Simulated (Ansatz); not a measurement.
## A computed series for Ge: response to strain

The parent structure is Ge in the diamond structure (space group Fd-3m, No. 227).

```
CELL_PARAMETERS angstrom
      0.00000     2.81109     2.81109
      2.81109     0.00000     2.81109
      2.81109     2.81109     0.00000
ATOMIC_POSITIONS crystal
  Ge 0.00000 0.00000 0.00000
  Ge 0.25000 0.25000 0.25000
```

Cartesian axes are those of the cell as printed.

Strains are applied to the cell and any free atomic positions relax; under biaxial strain the out-of-plane vector relaxes too.

Computed with DFT with LDA, PAW potentials and a 420 eV plane-wave cutoff in Ansatz (a program for electronic structure), no SOC.

Candidates:
(a) biaxial strain −1.67 %, plane normal [111], relaxed out of plane
(b) biaxial strain +0.83 %, plane normal [111], relaxed out of plane
(c) biaxial strain −2.08 %, plane normal [111], relaxed out of plane
(d) biaxial strain +2.50 %, plane normal [111], relaxed out of plane
(e) biaxial strain −0.42 %, plane normal [111], relaxed out of plane

Notes on the quantities. energy relative to the base: free energy F.

Q: Order them by energy relative to the base, highest first.

A: (d) biaxial strain +2.50 %, plane normal [111], relaxed out of plane (+14 meV/atom), (c) biaxial strain −2.08 %, plane normal [111], relaxed out of plane (+11 meV/atom), (a) biaxial strain −1.67 %, plane normal [111], relaxed out of plane (+7.0 meV/atom), (b) biaxial strain +0.83 %, plane normal [111], relaxed out of plane (+1.6 meV/atom), (e) biaxial strain −0.42 %, plane normal [111], relaxed out of plane (+0.4 meV/atom)

No phonon test of stability was made.
